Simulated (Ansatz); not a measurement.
## Effect of biaxial strain −3.00 %, plane normal [001], relaxed out of plane on BN

Base system: BN in the wurtzite structure (space group P6_3mc, No. 186; a = 2.555 Å, c = 4.225 Å). Axes: x lies along a and z along c of the hexagonal cell.

It is then changed as follows: compressive biaxial strain of 3.00 % in the plane normal to [001], as in epitaxy on a mismatched substrate; the out-of-plane cell vector and the atoms relax.

All numbers come from Kohn–Sham DFT with the PBE functional, run in Ansatz (a first-principles code) with PAW and 420 eV plane waves, no SOC. Γ-centred 15×15×8 mesh, Fermi–Dirac width 0.05 eV.

```json
[
 {"quantity": "volume per atom", "base": "5.97 Å³", "changed": "5.64 Å³", "shift": "-0.33 Å³"},
 {"quantity": "space group", "base": "P6_3mc (No. 186)", "changed": "P6_3mc (No. 186)", "shift": "–"},
 {"quantity": "shortest interatomic distance", "base": "1.567 Å", "changed": "1.528 Å", "shift": "-0.039 Å"},
 {"quantity": "pressure (mean of the normal stresses, compression positive)", "base": "0.00 GPa", "changed": "24.04 GPa", "shift": "+24.035 GPa"},
 {"quantity": "band gap", "base": "5.23 eV", "changed": "4.92 eV", "shift": "-0.31 eV"},
 {"quantity": "gap character", "base": "indirect, Γ → K", "changed": "indirect, Γ → K", "shift": "–"},
 {"quantity": "smallest direct gap", "base": "8.23 eV", "changed": "7.76 eV", "shift": "-0.477 eV"},
 {"quantity": "width of the top valence band", "base": "5.37 eV", "changed": "5.63 eV", "shift": "+0.269 eV"},
 {"quantity": "electron mass", "base": "0.31 mₑ along c, 0.51 mₑ across (at K)", "changed": "0.31 mₑ out of plane, 0.49 mₑ in plane (at K)", "shift": "–"},
 {"quantity": "valence-band top at Γ (three highest levels, from the VBM)", "base": "0.00, 0.00, -0.26 eV", "changed": "0.00, 0.00, -0.52 eV", "shift": "–"},
 {"quantity": "out-of-plane strain", "base": "–", "changed": "+0.35 %", "shift": "–"},
 {"quantity": "ratio −ε⊥/ε∥", "base": "–", "changed": "0.12", "shift": "–"},
 {"quantity": "mean in-plane stress (compression positive)", "base": "–", "changed": "+36.1 GPa", "shift": "–"}
]
```

Effective masses come from finite differences of ±0.01 Å⁻¹. Stability against distortions was not tested.
